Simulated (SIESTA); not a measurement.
A self-consistent single point of SiC (F-43m, 2 atoms in the cell) with SIESTA.

Level of theory: LDA PW92, numerical atomic orbitals DZP, PseudoDojo LDA standard norm-conserving potentials (rewritten from UPF to PSML) (SIESTA 5.4.2).

```
SiC
1.0
    0.00000     2.18000     2.18000
    2.18000     0.00000     2.18000
    2.18000     2.18000     0.00000
Si C
1 1
Direct
  0.00000   0.00000   0.00000
  0.25000   0.25000   0.25000
```

Reference input (self-consistent single point, DFT, GGA PBE, numerical atomic orbitals DZP, PseudoDojo PBE standard norm-conserving potentials (rewritten from UPF to PSML)): XC.functional = GGA; XC.authors = PBE; potentials = PseudoDojo PBE standard; PAO.BasisSize = DZP; PAO.EnergyShift = 0.01 Ry; MeshCutoff = 300 Ry; kgrid.MonkhorstPack = 10 10 10; OccupationFunction = FD; ElectronicTemperature = 232.09 K; MaxSCFIterations = 150; SCF.Mixer.Method = Pulay; SCF.Mixer.Weight = 0.2. This run's input differs from it in these lines:

```diff
@@ -1,2 +1,2 @@
-# files in the folder: Si.psml C.psml (PseudoDojo PBE standard)
+# files in the folder: Si.psml C.psml (PseudoDojo LDA standard)
 SystemName  SiC
@@ -22,4 +22,4 @@
 
-XC.functional                GGA
-XC.authors                   PBE
+XC.functional                LDA
+XC.authors                   PW92
 PAO.BasisSize                DZP
```

Output (repeated stretches shortened):

```
        iscf     Eharris(eV)        E_KS(eV)     FreeEng(eV)     dDmax    Ef(eV) dHmax(eV)
   scf:    1     -270.980014     -278.725446     -278.725446  1.823411 -6.439391  5.625240
   scf:    2     -280.931580     -279.942469     -279.942469  0.085130 -6.037176  2.952952
   scf:    3     -280.563795     -280.386273     -280.386273  0.090290 -5.619009  0.113022
   scf:    4     -280.388280     -280.387387     -280.387387  0.011486 -5.564571  0.075758
   scf:    5     -280.387836     -280.387685     -280.387685  0.002456 -5.573882  0.009521
   scf:    6     -280.387696     -280.387691     -280.387691  0.001221 -5.575949  0.000637
   scf:    7     -280.387691     -280.387691     -280.387691  0.000007 -5.575983  0.000535
SCF Convergence by DM+H criterion
max |DM_out - DM_in|         :     0.0000067107
max |H_out - H_in|      (eV) :     0.0005345399
SCF cycle converged after 7 iterations

Using DM_out to compute the final energy and forces

siesta: E_KS(eV) =             -280.3877

siesta: E_KS - E_eggbox =      -280.3877

siesta: Atomic forces (eV/Ang):
     1   -0.000000   -0.000000   -0.000000
     2    0.000000    0.000000    0.000000
   Tot    0.000000    0.000000    0.000000
   Max    0.000000
   Res    0.000000    sqrt( Sum f_i^2 / 3N )
   Max    0.000000    constrained

Stress tensor Voigt[x,y,z,yz,xz,xy] (kbar):       37.85       37.85       37.85       -0.00       -0.00       -0.00
(Free)E + p*V (eV/cell)     -280.8772
Target enthalpy (eV/cell)     -280.3877

siesta: Program's energy decomposition (eV):
siesta: FreeEng =      -280.387691

   [... lines left out ...]
siesta:     0.023622   -0.000000   -0.000000
siesta:    -0.000000    0.023622   -0.000000
siesta:    -0.000000   -0.000000    0.023622

siesta: Cell volume =         20.720464 Ang**3

siesta: Pressure (static):
siesta:                Solid            Molecule  Units
siesta:          -0.00025728         -0.00025728  Ry/Bohr**3
siesta:          -0.02362246         -0.02362246  eV/Ang**3
siesta:         -37.84734827        -37.84734827  kBar
```

The run converged in 7 iterations. Against the reference run the pressure goes from 4.52 to -3.78 GPa and the gap on the mesh goes from 1.315 to 1.285 eV.

The starting cell has typed, rounded lattice constants, without a prior relaxation at this level. Values carry the incompleteness of an atom-centred basis. With a pressure of about -4 GPa the cell is away from its equilibrium volume at this level.

Cost on one core of a shared machine: roughly 30 s.
